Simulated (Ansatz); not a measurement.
# Pressure series in Hf

The reference is Hf (space group P6/mmm, No. 191; a = 4.9191 Å, c = 3.0612 Å; a cell from a computed database, its experimental status unchecked).

Cell and atoms are relaxed at each pressure.

Calculations: Ansatz (a quantum-chemistry and plane-wave program) PBEsol, no spin-orbit coupling.

Notes on the quantities. enthalpy: H = E + PV relative to the base's energy.

```
variant                enthalpy  c/a ratio      density  shortest interatomic distance
----------------  -------------  ---------  -----------  -----------------------------
base                          –      0.622  13.86 g/cm³                     5.367 bohr
pressure −2 GPa   -0.27 eV/atom      0.622  13.61 g/cm³                     5.400 bohr
pressure −1 GPa   -0.13 eV/atom      0.622  13.74 g/cm³                     5.383 bohr
pressure 0.3 GPa  +0.04 eV/atom      0.622  13.90 g/cm³                     5.362 bohr
pressure 0.7 GPa  +0.09 eV/atom      0.622          ___                     5.356 bohr
pressure 1.5 GPa  +0.20 eV/atom      0.622  14.04 g/cm³                     5.344 bohr
pressure 3 GPa    +0.40 eV/atom      0.623  14.21 g/cm³                     5.321 bohr
pressure 5 GPa    +0.65 eV/atom      0.623  14.44 g/cm³                            ___
pressure 7.5 GPa  +0.97 eV/atom      0.623  14.70 g/cm³                     5.260 bohr
pressure 10 GPa   +1.28 eV/atom      0.623  14.96 g/cm³                     5.229 bohr
```

Task: Fill in the withheld entries from the trend.

Result: 
- pressure 0.7 GPa, density: 13.94 g/cm³
- pressure 5 GPa, shortest interatomic distance: 5.293 bohr

Load acts through the strain it causes; cell and atoms are relaxed under it. Whether these cells are dynamically stable was not tested. Competing high-pressure phases were not computed. All final runs are without spin polarisation. This is not the structure that Hf has at room temperature and ambient pressure.
